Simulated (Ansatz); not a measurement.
We consider Al3BC (P6₃/mmc, No. 194, 10 atoms in the cell; start mp-1228446), described by LDA (Ansatz, an electronic-structure program, plane waves, PAW).

Run with plane-wave cutoff 520 eV, 12×12×4 k mesh (along the axes of the cell as run), scalar-relativistic PAW data made under PBE.

Cell (relaxed at this level):

```cif
data_C2Al6B2
_chemical_formula_sum 'Al6 B2 C2'
_space_group_name_H-M_alt 'P 1'
_space_group_IT_number 1
_cell_length_a 3.45645
_cell_length_b 3.45645
_cell_length_c 11.40267
_cell_angle_alpha 90.000
_cell_angle_beta 90.000
_cell_angle_gamma 120.000
loop_
_space_group_symop_operation_xyz
  'x, y, z'
loop_
_atom_site_label
_atom_site_type_symbol
_atom_site_fract_x
_atom_site_fract_y
_atom_site_fract_z
_atom_site_occupancy
Al1 Al 0.66667 0.33333 0.92434 1
Al2 Al 0.33333 0.66667 0.07566 1
Al3 Al 0.33333 0.66667 0.42434 1
Al4 Al 0.66667 0.33333 0.57566 1
Al5 Al 0.00000 0.00000 0.75000 1
Al6 Al 0.00000 0.00000 0.25000 1
B1 B 0.00000 0.00000 0.00000 1
B2 B 0.00000 0.00000 0.50000 1
C1 C 0.33333 0.66667 0.25000 1
C2 C 0.66667 0.33333 0.75000 1
```

Question: Predict the Voigt–Reuss–Hill bulk modulus, polycrystal shear modulus (Hill average), Young modulus and Poisson ratio.

Answer: 
Voigt–Reuss–Hill bulk modulus: 154 GPa
polycrystal shear modulus (Hill average): 136 GPa
Young modulus: 316 GPa
Poisson ratio: 0.159

Note: the relaxation could not lower the start's symmetry, so the cell can be a saddle point above a distorted one.

Elastic constants are with the ions relaxed.

It cost around 19 core-minutes (rough) of CPU time.

A start named mp-… is a Materials Project structure, which need not be a measured phase.
